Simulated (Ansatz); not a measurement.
Reference: SnO₂ (P4_2/mnm), PBEsol with spin-orbit coupling, rigid bands (plane waves, PAW; Ansatz, a quantum-chemistry and plane-wave program); geometry: cell and atoms relaxed with PBEsol.

```
SnO2
1.0
    4.76895     0.00000     0.00000
    0.00000     4.76942     0.00000
    0.00000     0.00000     3.21200
Sn O
2 4
Direct
  0.50000   0.50000   0.50000
  0.00000   0.00000   0.00000
  0.30621   0.30635   0.00000
  0.69379   0.69365   0.00000
  0.80621   0.19365   0.50000
  0.19379   0.80635   0.50000
```

| Quantity | Value |
|---|---|
| band gap | 0.93 eV |
| electron conductivity mass | 0.190 mₑ |
| hole conductivity mass | 1.55 mₑ |
| Seebeck coefficient, n-type 1e19 cm⁻³ | -110 μV/K |

Task: Replace Sn by Ti on the same sites and relax. What happens?

Result: TiO2 (P4_2/mnm): volume per atom 12.2 to 10.3 Å³; band gap rises (0.93 eV to 1.87 eV); electron conductivity mass rises (0.190 mₑ to 1.02 mₑ); hole conductivity mass rises (1.55 mₑ to 2.2 mₑ); Seebeck coefficient, n-type 1e19 cm⁻³ rises in size (-110 μV/K to -517 μV/K).

Moves up to 5 % count as about the same. Masses are for dilute carriers at 300 K, harmonic means over directions unless an axis is named. Seebeck coefficients are for the stated density at 300 K, with one relaxation time for all states and whether or not that doping can be reached.
